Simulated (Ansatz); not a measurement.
Take an 8-atom supercell of TiAl (space group P4/mmm, No. 123; a = 2.8243 Å, c = 4.0708 Å) at its relaxed geometry as the base.

The values are results of PBE (Ansatz, a first-principles code), no spin-orbit coupling, not measurements.

Modification: a neutral Al interstitial (started 2.00 Å from the nearest host atom), atoms relaxed at fixed cell, starting from a slightly rattled geometry.

### Question
How does this affect the final site of the added atom and largest displacement of a host atom from its site in the perfect cell?

### Answer
The final site of the added atom amounts to 2 Al at 2.21 Å and 4 Ti at 2.22 Å (octahedral); the largest displacement of a host atom from its site in the perfect cell comes out as 0.22 Å.

In so small a cell the defect repeats every few ångströms: this is an ordered compound, not a dilute defect. All final runs are without spin polarisation. The defect cell is not spin-polarised.
